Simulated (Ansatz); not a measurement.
Ru: response to strain

Consider Ru in the hcp (Mg type) structure (space group P6_3/mmc, No. 194; relaxed with 0.1 eV smearing).

```xyz
2
Lattice="2.7043 0.0000 0.0000 -1.3521 2.3420 0.0000 0.0000 0.0000 4.2629" Properties=species:S:1:pos:R:3 pbc="T T T"
Ru     1.3521     0.7807     3.1972
Ru     0.0000     1.5613     1.0657
```

Cartesian axes are those of the cell as printed.

Strains are applied to the cell and any free atomic positions relax.

Method: Kohn–Sham DFT with the r2SCAN functional, run in Ansatz (an electronic-structure program) with PAW and 500 eV plane waves, scalar-relativistic without spin-orbit coupling.

Notes on the quantities. energy relative to the base: free energy F; pressure: mean of the normal stresses, compression positive.

```tsv
change	energy relative to the base	pressure	shortest interatomic distance
base	0 meV/atom	0.0 GPa	2.642 Å
uniaxial strain ε_xx = +0.50 %	+0.6 meV/atom	-1.6 GPa	2.643 Å
uniaxial strain ε_xx = +1.00 %	+2.5 meV/atom	-3.2 GPa	2.644 Å
uniaxial strain ε_xx = +1.50 %	+5.5 meV/atom	-4.7 GPa	2.645 Å
uniaxial strain ε_xx = +2.00 %	+9.6 meV/atom	-6.1 GPa	2.646 Å
uniaxial strain ε_xx = +2.50 %	+15 meV/atom	-7.5 GPa	2.647 Å
uniaxial strain ε_xx = +3.00 %	+21 meV/atom	-8.8 GPa	2.648 Å
```

No phonon test of stability was made. All final runs are without spin polarisation.
